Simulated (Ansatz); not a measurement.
Start from TiN in the rock salt structure (space group Fm-3m, No. 225; a = 4.233 Å). Axes: x, y, z lie along the cube axes.

All numbers come from r2SCAN/PAW in Ansatz (an electronic-structure program), no SOC.

Strains are applied to the cell and any free atomic positions relax; under biaxial strain the out-of-plane vector relaxes too; under stress the whole cell relaxes.

One change was made to it. Results:

```tsv
quantity	base	after
energy relative to the base (free energy F)	0 meV/atom	+28 meV/atom
volume per atom	9.48 Å³	9.11 Å³
```

Question: Which of these changes matches the shifts?
A) isotropic strain +1.27 %
B) isotropic strain −0.54 %
C) uniaxial stress, 8 GPa compression along x
D) biaxial strain −2.49 %, plane normal [001], relaxed out of plane

Answer: D, biaxial strain −2.49 %, plane normal [001], relaxed out of plane. For comparison, the energy relative to the base in the other runs: uniaxial stress, 8 GPa compression along x gives +3.1 meV/atom; isotropic strain +1.27 % gives +12 meV/atom; isotropic strain −0.54 % gives +2.3 meV/atom.

Without a gap, meshes like the base's 19×19×19 leave anisotropic stresses uncertain by several tenths of a GPa, and small strain energies with them. Stability under load was not tested beyond the relaxation. All final runs are without spin polarisation. An odd electron count without spin: TiN.
